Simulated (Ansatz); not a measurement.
Functionals compared on CO on the 1x1 (110) surface of 3C silicon carbide (cut with top plane C + Si), one in a 2x2 cell, started at the site 'hollow C-C-Si-Si', in Ansatz (plane waves, PAW). The structure was relaxed with PBE; the other rows are single points on it, each with its references at the same level. Cutoff 420 eV (500 eV for r2SCAN). HSE06 used the coarser mesh 3x2x1.

Host crystal: 3C silicon carbide, with a band gap (PBE, scalar-relativistic without spin-orbit coupling).

Slab: 50 atoms, 7.7 Å thick at the start under the adsorbate (thin: gaps and levels are the slab's own); k 3x3x1, smearing 0.01 eV, dipole-corrected; 24 atoms held, the rest relaxed; symmetry of the start imposed; no spin, no spin-orbit, no U, no dispersion correction. At the end it is bonded to Si. In PBE it is, or lies within 0.03 eV of, the lowest of the starts that converged. These notes are the PBE run's. Adsorption energies are against CO(g). A negative adsorption energy means that the adsorbate is more stable on the surface than in its reference.

```tsv
functional	adsorption energy (eV)	rough cost of the single point
PBE	-0.79	–
RPBE	(withheld)	about 110 core-seconds (a rough figure)
r2SCAN	-0.85	about 2.7 core-minutes (a rough figure)
HSE06	-0.67	about 40 core-minutes (a rough figure)
```

Question: Fill in the missing entries.

Answer: 
- RPBE, adsorption energy (eV): -0.55

Ansatz is a quantum-chemistry and plane-wave program.
